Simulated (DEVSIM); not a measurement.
Device: W/Al2O3/n-Ge capacitor, at 400 K.

Layer 1 from the left is Al2O3, thickness (nm) 3.00. Layer 2 from the left is Ge, thickness (nm) 3900, Nd (cm⁻³) 4.6e16.

Metal gate on the left, work function 4.6 eV. Fixed charge at the semiconductor interface -3.2e10 cm⁻² (in units of +e); interface traps 2.9e10 cm⁻² eV⁻¹, uniform in energy, neutral level at 0.5 of the gap above the valence band.

The device is made up for the run: typed textbook-type constants, with dimensions and the other settings drawn at random. Values at 300 K; Nc and Nv go as T^1.5, mobilities as T to minus their exponent, the gap by Varshni's rule with the affinity fixed.

Al2O3: gap (eV) 6.8, affinity (eV) 1.35, permittivity 9. Ge: gap (eV) 0.664, affinity (eV) 4, permittivity 16, Nc (cm⁻³) 1.04e19, Nv (cm⁻³) 6e18, Varshni α (eV/K) 0.000477, Varshni β (K) 235.

Simulated with DEVSIM: 1D Poisson equation in equilibrium, Boltzmann statistics, complete ionisation; no quantum confinement or tunnelling. Metal contacts follow the ideal Schottky-Mott rule: no Fermi-level pinning, no interface dipoles.

Problem. What does the simulation give for the threshold voltage (band bending 2φF), the flat-band voltage, the minimum of the low-frequency capacitance?

Solution. threshold voltage (band bending 2φF) 0.13 V; flat-band voltage 0.40 V; minimum of the low-frequency capacitance 0.205 μF/cm².
